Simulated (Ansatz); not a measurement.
An Ansatz (a first-principles code) input (PBEsol (Ansatz), no SOC):

Ansatz 0.2 input:
```yaml
crystal:
  lattice:
    - [0, 3.2029952773, 3.2029952773]
    - [3.2029952773, 0, 3.2029952773]
    - [3.2029952773, 3.2029952773, 0]
  atoms:
    - { symbol: P, position: [0.75, 0.75, 0.75] }
    - { symbol: Bi, position: [0, 0, 0] }
basis: { ecutwfc: 420, ecutrho_ratio: 4, xc_grid: 2, fft_grid_basis: typed }
kpoints: { mp_grid: { grid: [13, 13, 13] } }
hamiltonian:
  xc: pbesol
  dispersion: none
  pseudopotentials: { kind: paw }
scf: { occupations: { method: fermi_dirac, width: 0.05 }, convergence: { dr2_threshold: 0.0000000002 } }
output: { forces: true, stress: true }
```

**Question.** Which symmetry and how many k-points will the program report, and about how many plane waves at Γ?

**Answer.** Space group F-43m (ITA 216) with 24 operations, k-points 84 of 2197, and 1243 plane waves at Γ.

Whether these cells are dynamically stable was not tested. All final runs are without spin polarisation. The cell is BiP in the zinc blende structure (space group F-43m, No. 216; a hypothetical phase, not in the database extracts checked).
